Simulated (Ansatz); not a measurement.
Base system: PbS (space group P6_3/mmc, No. 194; a = 5.0008 Å, c = 5.9823 Å; a hypothetical phase, not in the database extracts checked).

Method: r2SCAN (Ansatz, a quantum-chemistry and plane-wave program), no SOC.

Base values:

| Quantity | Value |
|---|---|
| Gap between the host's bands | 1.73 eV |
| Gap character | direct at H |

It is then changed as follows: hole doping at 1.5×10^21 cm⁻³ (0.194 per cell), with a uniform compensating background at fixed cell and a 300 K Fermi–Dirac width.

Problem. What happens to the gap between the host's bands?

Solution. The gap between the host's bands goes up by 0.05 eV (1.73 eV → 1.78 eV).

Problem. Predict the new Fermi level from band edge.

Solution. The Fermi level relative to the doped band's edge (positive inside the band; to 0.05 eV) comes out as +0.40 eV.

Problem. How does this affect the gap character?

Solution. The gap character remains direct at H.

Carriers are added with a uniform compensating background; total energy and stress of such cells depend on the potential's zero and are not compared; many-body gap narrowing is missing at this level. Spin-orbit coupling, missing from the scalar runs, can matter with Pb. Whether these cells are dynamically stable was not tested. The base started in P6_3mc and relaxed to P6_3/mmc at this level.
